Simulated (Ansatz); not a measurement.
ZnO (P6_3mc): ε∞ = 5.086, static ε₀ = 9.701, effective LO energy 68.8 meV, electron mass 0.206 mₑ (band masses from r2SCAN with spin-orbit coupling, rigid bands (Ansatz, an electronic-structure program), cell and atoms relaxed with r2SCAN; dielectric constants and zone-centre modes from LDA in Ansatz on its own relaxed cell).

Question: Work out the Fröhlich coupling α = (1/ε∞ − 1/ε₀) √(m Ry/ħω_LO) and what it means for transport at 300 K.

Answer: 1/ε∞ − 1/ε₀ = 0.0935 and √(m × 13.606 eV/ħω) = 6.38, so α = 0.597; in weak coupling the polaron mass is about m(1 + α/6). By the iterated Boltzmann equation for weak coupling, the polar-phonon-limited mobility is 920 cm²/(V·s) at 300 K (4100 at 200 K, 410 at 400 K).

Model: isotropic Fröhlich coupling of one parabolic band to one effective longitudinal optical (LO) phonon, from the dielectric constants and phonon modes at the zone centre, chosen so that α equals the sum over the polar modes. Acoustic, nonpolar, intervalley and impurity scattering are left out, and they lower the mobility further; with several valleys or bands the averaged mass is a rough stand-in. Semilocal functionals tend to overestimate ε∞, which makes α low and the mobility high.
